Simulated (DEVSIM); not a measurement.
Device: abrupt Ge n-p junction, at 250 K.

```tsv
layer (left to right)	material	thickness (μm)	Nd (cm⁻³)	Na (cm⁻³)	τn (s)	τp (s)
1	Ge	0.360	5.5e17	-	4.7e-7	4.7e-7
2	Ge	37.0	-	8.4e15	4.7e-7	4.7e-7
```

Left contact: ohmic. Right contact: ohmic. Voltage is applied to the left contact. Recombination: SRH at mid-gap, radiative. Mobility is constant in doping.

This is a model device: material constants are rounded textbook-type values typed into the input, and sizes, dopings and lifetimes were drawn at random. Values at 300 K; Nc and Nv go as T^1.5, mobilities as T to minus their exponent, the gap by Varshni's rule with the affinity fixed.

| parameter | Ge |
|---|---|
| gap (eV) | 0.664 |
| affinity (eV) | 4 |
| permittivity | 16 |
| Nc (cm⁻³) | 1.04e19 |
| Nv (cm⁻³) | 6e18 |
| μn (cm²/Vs) | 3900 |
| μp (cm²/Vs) | 1900 |
| T exponent of μn | 1.66 |
| T exponent of μp | 2.33 |
| B (cm³/s) | 6.4e-14 |
| Varshni α (eV/K) | 0.000477 |
| Varshni β (K) | 235 |

DEVSIM, 1D drift-diffusion, Boltzmann statistics, complete ionisation; no tunnelling, impact ionisation, image-force lowering or self-heating.

The temperature was swept, all else fixed.

```csv
temperature (K),dark forward voltage at 100 A/cm² (V),largest field in the device at zero bias (V/cm),potential step across the device at zero bias (V)
250,0.435,39000,0.490
300,0.360,41000,0.418
350,?,42000,0.344
400,0.209,43000,0.267
450,0.129,43000,0.200
500,0.058,43000,0.152
```

Task: Complete the blanks.

Result: 
- 350, dark forward voltage at 100 A/cm² (V): 0.286
